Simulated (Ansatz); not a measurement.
```xyz
2
Lattice="3.8192 0.0000 0.0000 1.9096 3.3075 0.0000 1.9096 -1.1025 3.0761" Properties=species:S:1:pos:R:3 pbc="T T T"
Zn     0.0000     0.0000    -0.0076
S      3.8192     0.0000     2.3147
```

No spin polarisation.

Method: plane-wave PAW DFT at the PBEsol level (Ansatz, a first-principles code, 420 eV), no spin-orbit coupling. Settings: 11×11×11 k-points, 0.05 eV Fermi–Dirac smearing.

Predict the electron mass and gap character.

The electron mass is 0.17 mₑ out of plane, 0.16 mₑ in plane (at Γ) and the gap character is direct at Γ.

The cells carry an imposed strain or load. Effective masses come from finite differences of ±0.01 Å⁻¹. Whether these cells are dynamically stable was not tested. The cell was made from ZnS in the zinc blende structure (space group F-43m, No. 216) by this change: biaxial strain +0.83 %, plane normal [111], relaxed out of plane.
